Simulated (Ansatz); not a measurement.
```xyz
46
Lattice="26.0000 0.0000 0.0000 0.0000 29.0000 0.0000 0.0000 0.0000 4.0971" Properties=species:S:1:pos:R:3 pbc="T T T"
Ge     6.9463    13.8073     0.0000
Ge     6.9463    15.1927     2.0486
Ge     8.9798    10.9513     2.0486
Ge     8.9446    12.3546     0.0000
Ge     8.9446    16.6454     2.0486
Ge     8.9798    18.0487     0.0000
Ge    11.0039     8.0874     0.0000
Ge    10.9749     9.4904     2.0486
Ge    10.9704    13.7865     0.0000
Ge    10.9704    15.2135     2.0486
Ge    10.9749    19.5096     0.0000
Ge    11.0039    20.9126     2.0486
Ge    13.0000     6.6562     0.0000
Ge    13.0000    10.9220     2.0486
Ge    13.0000    12.3489     0.0000
Ge    13.0000    16.6511     2.0486
Ge    13.0000    18.0780     0.0000
Ge    13.0000    22.3438     2.0486
Ge    14.9961     8.0874     0.0000
Ge    15.0251     9.4904     2.0486
Ge    15.0296    13.7865     0.0000
Ge    15.0296    15.2135     2.0486
Ge    15.0251    19.5096     0.0000
Ge    14.9961    20.9126     2.0486
Ge    17.0202    10.9513     2.0486
Ge    17.0554    12.3546     4.0971
Ge    17.0554    16.6454     2.0486
Ge    17.0202    18.0487     4.0971
Ge    19.0537    13.8073     4.0971
Ge    19.0537    15.1927     2.0486
H      5.6788    12.9022     4.0971
H      5.6788    16.0978     2.0486
H      7.7074    10.0506     2.0486
H      7.7074    18.9494     0.0000
H      9.7278     7.1949     0.0000
H      9.7278    21.8051     2.0486
H     13.0000     5.7219     2.8738
H     13.0000     5.7219     1.2233
H     13.0000    23.2781     0.8252
H     13.0000    23.2781     3.2719
H     16.2722     7.1949     4.0971
H     16.2722    21.8051     2.0486
H     18.2926    10.0506     2.0486
H     18.2926    18.9494     0.0000
H     20.3212    12.9022     4.0971
H     20.3212    16.0978     2.0486
```

Computed with PBE (plane waves to 420 eV, PAW; Ansatz, an electronic-structure program). Mesh 1×1×8. No spin polarisation. One-dimensional cell, images about 11 Å apart. An idealised model, cut from the bulk lattice. Only distortions within the start's symmetry and period were free. Values not marked SOC lack spin–orbit coupling.

Q: Tabulate the two highest filled and two lowest empty levels along the axis, from the valence top.

A: 
| k (2π/c) | v2 (eV) | v1 (eV) | c1 (eV) | c2 (eV) |
|---|---|---|---|---|
| 0.000 | -0.28 | 0.00 | 1.07 | 1.10 |
| 0.042 | -0.41 | -0.20 | 1.21 | 1.24 |
| 0.083 | -0.53 | -0.39 | 1.55 | 1.56 |
| 0.125 | -0.67 | -0.43 | 1.93 | 1.93 |
| 0.167 | -0.71 | -0.55 | 2.10 | 2.18 |
| 0.208 | -0.78 | -0.72 | 2.04 | 2.12 |
| 0.250 | -0.89 | -0.85 | 1.94 | 2.03 |
| 0.292 | -1.03 | -0.92 | 1.85 | 1.89 |
| 0.333 | -1.19 | -1.00 | 1.75 | 1.79 |
| 0.375 | -1.29 | -1.09 | 1.64 | 1.75 |
| 0.417 | -1.36 | -1.20 | 1.58 | 1.72 |
| 0.458 | -1.42 | -1.31 | 1.57 | 1.67 |
| 0.500 | -1.42 | -1.42 | 1.61 | 1.61 |
